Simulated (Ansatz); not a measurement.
**(Ru,Os) alloys, hexagonal close-packed start, 16-atom cells**

Cells and atoms relaxed. Order is of the mixed sites (0 random, negative unlike neighbours favoured); cells of high symmetry are ordered arrangements. Sheared cells and those that changed their type are left out. Enthalpies are against end members in the hexagonal close-packed type.

The numbers are results of r2SCAN (plane waves to 500 eV, PAW; Ansatz, a program for electronic structure), not measurements. Scalar-relativistic, without spin–orbit coupling; the runs are not spin-polarised.

```tsv
site fractions	space group	order in the first shell	volume (Å³/atom)	mixing enthalpy (meV a site of the first mixed sublattice)
(1) Ru 0.125, Os 0.875	Cm	-0.05	13.95	-4
(2) Ru 0.250, Os 0.750	P1	-0.06	13.89	-6
(3) Ru 0.500, Os 0.500	Cc	0.00	13.76	-6
(4) Ru 0.500, Os 0.500	Cm	-0.21	13.75	-12
(5) Ru 0.500, Os 0.500	Cm	0.00	13.76	-9
(6) Ru 0.750, Os 0.250	P1	-0.06	13.63	-6
(7) Ru 0.875, Os 0.125	Cm	-0.05	(withheld)	-3
```

**Question.** Complete the blanks.

**Answer.** 
- (7) Ru 0.875, Os 0.125, volume (Å³/atom): 13.56
